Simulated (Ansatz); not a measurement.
Consider interstitial C in bcc Mo, neutral cell. All values below come from PBE, PAW (plane waves to 420 eV; Ansatz, an electronic-structure program).

Cell of 36 host sites held at the relaxed PBE lattice; a 2×2×3 k-point mesh shifted by half a step; Fermi-Dirac width 0.10 eV, spin-restricted; finite-size errors left in. No zero-point or tunnelling terms. Sites that were not tried may lie lower.

Barriers: single points on a 3×3×5 k-point mesh shifted by half a step at the bands' geometries (they differ from the bands' own by up to 0.10 eV, and are uncertain by about as much).

Relaxed starting cell (atoms counted from 1):

```xyz
37
Lattice="9.4825 0.0000 0.0000 0.0000 9.4825 0.0000 0.0000 0.0000 6.3216" Properties=species:S:1:pos:R:3 pbc="T T T"
Mo    -0.0009    -0.0011    -0.0087
Mo     0.0001    -0.0016     3.1501
Mo     0.0002     3.1978     0.0127
Mo     0.0004     3.1971     3.1276
Mo    -0.0006     6.2825     0.0124
Mo    -0.0003     6.2821     3.1269
Mo     3.1494    -0.0020    -0.0138
Mo     3.1506    -0.0018     3.1567
Mo     3.1869     3.1094    -0.0433
Mo     3.1868     3.1091     3.1850
Mo     3.1860     6.3696    -0.0435
Mo     3.1868     6.3703     3.1844
Mo     6.3314    -0.0005    -0.0150
Mo     6.3326    -0.0009     3.1552
Mo     6.2958     3.1101    -0.0435
Mo     6.2958     3.1094     3.1841
Mo     6.2949     6.3706    -0.0436
Mo     6.2955     6.3702     3.1846
Mo     1.5965     1.5697     1.5702
Mo     1.5654     1.5652     4.7310
Mo     1.9505     4.7392     1.5713
Mo     1.6258     4.7389     4.7318
Mo     1.5966     7.9090     1.5707
Mo     1.5652     7.9121     4.7313
Mo     4.7412     1.5626     1.5720
Mo     4.7413     1.5483     4.7328
Mo     4.7413     4.7390     1.5718
Mo     4.7413     4.7392     4.7322
Mo     4.7416     7.9162     1.5716
Mo     4.7412     7.9304     4.7323
Mo     7.8864     1.5705     1.5713
Mo     7.9170     1.5664     4.7317
Mo     7.5323     4.7407     1.5701
Mo     7.8573     4.7394     4.7310
Mo     7.8863     7.9093     1.5710
Mo     7.9168     7.9132     4.7316
C      0.0006     4.7394     1.5700
```

End state 1 differs by these moves (Å; atoms that move under 0.08 Å are left out):

```tsv
atom	element	Δx	Δy	Δz
3	Mo	0.00	-0.41	-0.02
4	Mo	0.00	-0.08	0.03
5	Mo	0.00	0.41	-0.02
6	Mo	0.00	0.08	0.03
21	Mo	-0.41	0.00	-0.02
22	Mo	-0.08	0.00	0.03
33	Mo	0.41	0.00	-0.02
34	Mo	0.08	0.00	0.03
37	C	0.00	0.00	-1.58
```

Question: What is the computed forward and backward barriers to end state 1 (PBE, PAW)?

Answer: forward 1.26 eV, backward 1.26 eV; at the saddle point atom 37 has neighbours 4 Mo at 1.99 Å. The saddle point's order was not checked, and it lies on a symmetry element of the cell, where a band can be held.
